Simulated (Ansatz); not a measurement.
# Convergence study of shifted k-point meshes for K (Im-3m, 1 atom in the cell)

```
K
1.0
   -2.65320     2.65320     2.65320
    2.65320    -2.65320     2.65320
    2.65320     2.65320    -2.65320
K
1
Direct
  0.00000   0.00000   0.00000
```

Computed with PBE (plane waves, PAW; Ansatz, a program for electronic structure).

Base settings: basis.ecutwfc = 420 eV; kpoints.mp_grid.grid = 9 9 9; hamiltonian.xc = pbe; hamiltonian.pseudopotentials = {kind: paw} (the program's default PAW files); scf.occupations.method = fermi_dirac; scf.occupations.width = 0.1 eV.

In this ladder: kpoints.mp_grid.shift = 0.5 0.5 0.5.

Only quantities that move along the ladder and can be compared are tabulated.

The count of work is k-points × plane waves × bands × iterations; it is no time. 

The starting cell has typed, rounded lattice constants, without a prior relaxation at this level. Its lattice was rescaled by up to half a per cent. Ansatz's pressure includes its estimate of the finite-basis (Pulay) stress.

```csv
kpoints.mp_grid.grid,free energy less the last step's (meV/atom),pressure (GPa),count of work / last
2 2 2,37.07,0.15,0.0029
3 3 3,19.73,0.00,0.0059
4 4 4,-9.92,-0.02,0.0088
5 5 5,18.76,0.00,0.015
6 6 6,-9.98,-0.05,0.021
7 7 7,5.27,-0.02,0.029
8 8 8,-2.42,-0.04,0.038
9 9 9,0.76,-0.03,0.051
10 10 10,-0.45,-0.04,0.065
11 11 11,0.09,-0.04,0.082
13 13 13,0.06,-0.04,0.12
14 14 14,-0.01,-0.04,0.15
15 15 15,-0.01,-0.04,0.18
17 17 17,-0.04,-0.04,0.24
19 19 19,-0.02,-0.04,0.32
21 21 21,-0.01,-0.04,0.42
23 23 23,0.00,-0.04,0.54
26 26 26,0.00,-0.04,0.74
29 29 29,0.00,-0.04,1.0
```

Coarsest kpoints.mp_grid.grid that holds the free energy within 1 meV/atom of the last step, with all finer ones: 9 9 9, at 0.051 of the last step's count of work; the step before is off by 2.4 meV/atom.

Coarsest kpoints.mp_grid.grid that holds the pressure within 0.05 GPa of the last step, with all finer ones: 3 3 3, at 0.0059 of the last step's count of work; the step before is off by 0.19 GPa.

Keys are those of Ansatz 0.2.
